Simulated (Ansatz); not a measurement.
CsCl-type AuZn (cubic form, which distorts at low temperature) was calculated with r²SCANh (Ansatz, a first-principles code, plane waves, PAW).

Numerical settings: plane-wave cutoff 520 eV, 8×8×8 k mesh, Fermi–Dirac smearing 0.05 eV, scalar-relativistic PAW data made under PBE.

Pressure at four volumes; x = ln(V/15.604 Å³). One pressure is withheld.

| V (Å³/atom) | x | P (GPa) |
|---|---|---|
| 14.824 | -0.0513 | 8.06 |
| 15.604 | 0.0000 | 0.07 |
| 15.994 | 0.0247 | -3.06 |
| 16.384 | 0.0488 | ? |

Question: Pass a parabola P(x) through the three rows shown, estimate the bulk modulus and its pressure derivative near zero pressure, and predict the withheld pressure.

Answer: Slopes between the rows: (0.07 − (8.06))/(0.0000 − (-0.0513)) = -155.75 and (-3.06 − (0.07))/(0.0247 − (0.0000)) = -126.72 GPa. Their difference over the span 0.0760 is c = 29.03/0.0760 = 382.0 GPa, so P(x) = 8.06 + (-155.75)(x − (-0.0513)) + 382.0 (x − (-0.0513))(x − (0.0000)). At the middle row B = −dP/dx = −[-155.75 + 382.0 × 0.0513] = 136.2 GPa, and B′ = dB/dP = 2c/B = 5.6. At x = 0.0488 the parabola gives -5.66 GPa; the run gives -5.73 GPa. The Birch–Murnaghan fit to the energies at all volumes has B0 = 135 GPa and B′ = 5.4.

Measured, for comparison: bulk modulus 131 GPa (temperature not stated, not corrected to a static lattice; as tabulated in Nepal et al. (2020), arXiv:2007.11150). Computed (rounded) less measured: bulk modulus +3 %. A static lattice is as a rule a little smaller and stiffer than an uncorrected measurement, which narrows the difference in the bulk modulus and would widen misses of the other sign.

Note: symmetry holds this phase in the static calculation, where it need not be a minimum.

Spin–orbit coupling is not included; it can shift volumes and moduli of such heavy elements.
